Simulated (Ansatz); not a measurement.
**Parameter sweep on Rb3Se2O8H (P1, 28 atoms in the cell)**

```xyz
28
Lattice="7.7103 -3.0428 0.0000 7.7103 3.0428 0.0000 -2.3425 0.0000 10.2123" Properties=species:S:1:pos:R:3 pbc="T T T"
Rb     7.1220    -1.5338     2.5549
Rb     5.9720     1.5211     7.6555
Rb     9.1842    -1.3973     6.6589
Rb     2.7304    -1.4350     8.6682
Rb     3.9088     1.4457     3.5727
Rb    10.3423     1.4840     1.5196
Se     8.4087     1.6934     4.6974
Se     5.8216     1.6412     0.4434
Se     4.6453    -1.6499     5.5000
Se     7.2921    -1.6644     9.8359
O      1.4944    -0.1019     4.0861
O     12.7544    -0.1305     1.0874
O     11.5929     0.1133     6.1226
O      0.3452     0.1189     9.1687
O      6.7849     1.9453     4.4923
O      7.4983     1.9352     0.6198
O      6.2862    -1.9539     5.7220
O      5.6197    -1.9630     9.6063
O      8.6220     1.5707     6.2862
O      3.2633     1.5253     9.0138
O      4.4088    -1.5926     3.8982
O      9.8209    -1.5438     1.2147
O      8.7591     0.2887     3.9309
O      5.4723     0.2592     1.0996
O      4.2872    -0.3135     6.2646
O      7.5845    -0.2720     9.0527
H      0.0029     0.0004    -0.0210
H     -1.1805     0.0094     5.1143
```

Base run A: LDA (PW92), default PAW files made with PBE in Ansatz (a program for electronic structure), self-consistent single point.

Its settings: kpoints.mp_grid.grid = 3 3 2; hamiltonian.xc = lda; hamiltonian.pseudopotentials = {kind: paw} (the program's default PAW files); scf.occupations.method = fermi_dirac; scf.occupations.width = 0.136 eV.

The starting cell comes from a database of published, mostly measured structures (it also holds non-ambient and calculated ones), without a prior relaxation at this level. Its atoms were displaced at random from the sites of space group no. 15. In the base run, forces exceed 1 eV/Å. Ansatz's pressure includes its estimate of the finite-basis (Pulay) stress.

ΔF is the free energy per atom less that of run A. 

```json
[
 {"run": "A", "scf.occupations.width": "0.136 eV", "ΔF (meV/atom)": "0.00", "pressure (GPa)": "0.00", "largest force (eV/Å)": "3.350", "gap on the mesh (eV)": "3.957", "TS (meV/atom)": "0.0"},
 {"run": "B", "scf.occupations.width": "0.025 eV", "ΔF (meV/atom)": "0.00", "pressure (GPa)": "0.00", "largest force (eV/Å)": "3.350", "gap on the mesh (eV)": "3.957", "TS (meV/atom)": "0.0"},
 {"run": "C", "scf.occupations.width": "0.2 eV", "ΔF (meV/atom)": "0.00", "pressure (GPa)": "0.00", "largest force (eV/Å)": "3.350", "gap on the mesh (eV)": "3.957", "TS (meV/atom)": "0.0"},
 {"run": "D", "scf.occupations.width": "0.5 eV", "ΔF (meV/atom)": "-2.5", "pressure (GPa)": "0.22", "largest force (eV/Å)": "3.308", "gap on the mesh (eV)": "3.968", "TS (meV/atom)": "15.7"},
 {"run": "E", "scf.occupations.width": "0.8 eV", "ΔF (meV/atom)": "-32.1", "pressure (GPa)": "1.75", "largest force (eV/Å)": "3.533", "gap on the mesh (eV)": "4.019", "TS (meV/atom)": "151.1"}
]
```

Run D against A: The free energy falls by 2.5 meV/atom, the pressure goes from 0.00 to 0.22 GPa, the largest force goes from 3.350 to 3.308 eV/Å and the gap on the mesh goes from 3.957 to 3.968 eV.

Run E against A: The free energy drops by 32.1 meV/atom, the pressure goes from 0.00 to 1.75 GPa, the largest force goes from 3.350 to 3.533 eV/Å and the gap on the mesh goes from 3.957 to 4.019 eV.

Run C against A: The free energy hardly moves (within 1 meV/atom), the pressure stays at 0.00 GPa, the largest force stays at 3.350 eV/Å and the gap on the mesh stays at 3.957 eV.

Keys are those of Ansatz 0.2.
